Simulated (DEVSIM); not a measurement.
System: Ge n-p junction from an implanted or diffused profile, at 300 K.

Layer 1 from the left is Ge, thickness (μm) 84.0, Na (cm⁻³) 1.7e16, τn (s) 5.6e-6, τp (s) 5.6e-6.

Added donor profile: 1.3e18 cm⁻³ × exp(−(x − 0.071 μm)²/(2·(0.26 μm)²)). Left contact: ohmic. Right contact: ohmic. Voltage is applied to the left contact. Recombination: SRH at mid-gap, radiative. Mobility is μmin + (μ − μmin)/(1 + (N/Nref)^α).

This is a model device: material constants are rounded textbook-type values typed into the input, and sizes, dopings and lifetimes were drawn at random. Values at 300 K.

Ge: gap (eV) 0.664, affinity (eV) 4, permittivity 16, Nc (cm⁻³) 1.04e19, Nv (cm⁻³) 6e18, μn (cm²/Vs) 3900, μp (cm²/Vs) 1900, μn,min 150, μp,min 100, Nref,n 2.6e17, Nref,p 4e17, αn 0.56, αp 0.6, B (cm³/s) 6.4e-14.

Simulated with DEVSIM: 1D drift-diffusion, Boltzmann statistics, complete ionisation; no tunnelling, impact ionisation, image-force lowering or self-heating.

### Question
What does the simulation give for the dark forward voltage at 100 A/cm², the dark forward voltage at 1 A/cm², the potential step across the device at zero bias?

### Answer
dark forward voltage at 100 A/cm² 0.411 V; dark forward voltage at 1 A/cm² 0.248 V; potential step across the device at zero bias 0.457 V.
